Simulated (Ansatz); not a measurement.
## How the smallest direct gap on the k points sampled of Hf2N2O (C2/m, No. 12, 15 atoms in the cell; start mp-755314) moves with the method

No measured value is used here.

```tsv
level (code)	value (eV)	cell (Å³/atom)
LDA (Ansatz)	[?]	11.42
PBEsol+SOC (Ansatz)	2.20	11.70
r²SCAN+SOC (Ansatz)	2.67	11.70
dielectric-dependent PBEsol hybrid (Ansatz)	3.13	11.70
HSE06 (Ansatz)	[?]	11.70
PBE0 (Ansatz)	4.13	11.70
```

Q: Some entries are withheld; supply them.

A: 
- LDA (Ansatz, a quantum-chemistry and plane-wave program), value (eV): 2.14
- HSE06 (Ansatz), value (eV): 3.41

At these levels the smallest gap is indirect and lower: LDA 1.87, PBEsol+SOC 1.91, r²SCAN+SOC 2.39, dielectric-dependent PBEsol hybrid 2.83, HSE06 3.11, PBE0 3.82 eV. Computed values are for a static lattice. Spin–orbit coupling is included only where a level's name says +SOC; with heavier elements it mostly lowers gaps and can invert bands.  Values are at the PBEsol cell; LDA at the level's own relaxed cell. Cutoffs and k meshes differ between the levels. Ansatz's density-functional and Hartree–Fock values are scalar-relativistic unless marked +SOC, with PAW data made under PBE.

A start named mp-… is a Materials Project structure, which need not be a measured phase.
